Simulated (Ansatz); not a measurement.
MoPt2 (Immm, No. 71) was calculated with PBEsol-D3(BJ) (Ansatz, a program for electronic structure, plane waves, PAW).

Settings: plane-wave cutoff 520 eV, 24×24×24 k mesh, Fermi–Dirac smearing 0.05 eV, no spin polarisation, scalar-relativistic PAW data made under PBE.

Energies at three volumes about the minimum:

```json
[
 {"V (Å³/atom)": "14.188", "E − E_lowest (meV/atom)": "6.19"},
 {"V (Å³/atom)": "14.477", "E − E_lowest (meV/atom)": "0.00"},
 {"V (Å³/atom)": "14.767", "E − E_lowest (meV/atom)": "5.74"}
]
```

Problem. Fit a parabola by hand: where is the minimum, and what is the bulk modulus?

Solution. Slopes: (0.00 − 6.19)/(14.477 − 14.188) = -21.419 and (5.74 − 0.00)/(14.767 − 14.477) = 19.793 meV/Å³. Curvature E″ = 2 × (19.793 − (-21.419))/(14.767 − 14.188) = 142.356 meV/Å⁶. From the middle of the first interval, the slope vanishes at V0 = 14.3325 − (-21.419)/142.356 = 14.483 Å³/atom. B = V0 E″ = 14.483 × 142.356 meV/Å³ × 0.1602 GPa per meV/Å³ = 330 GPa. The full Birch–Murnaghan fit to all volumes gives V0 = 14.477 Å³/atom and B0 = 330 GPa.

Shape and atoms are relaxed at each volume.

Note: the relaxation could not lower the start's symmetry, so the cell can be a saddle point above a distorted one.
